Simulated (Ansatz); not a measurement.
Input:

```
CELL_PARAMETERS angstrom
     -2.18029     2.18029     5.28684
      2.18029    -2.18029     5.28684
      2.18029     2.18029    -5.28684
ATOMIC_POSITIONS crystal
  Tl 0.50000 0.50000 0.00000
  Tl 0.25000 0.75000 0.50000
  O  0.30262 0.30262 0.00000
  O  0.05262 0.55262 0.50000
  O  0.44738 0.94738 0.50000
  O  0.69738 0.69738 0.00000
```

A single point on TiO2 with a change (Ti → Tl), its geometry relaxed with PBEsol.

All numbers come from PBEsol/PAW in Ansatz (a quantum-chemistry and plane-wave program), noncollinear with spin-orbit coupling, earlier PAW set. Γ-centred 15×15×15 mesh, Fermi–Dirac width 0.05 eV.

### Question
Predict the band gap.

### Answer
Zero.

### Question
What pressure does the calculation give?

### Answer
-0.6 GPa.

Single points use the geometry relaxed with PBEsol. Whether these cells are dynamically stable was not tested. The cell was made from TiO2 by this change: Ti → Tl; the result is a hypothetical phase, not in the database extracts checked.
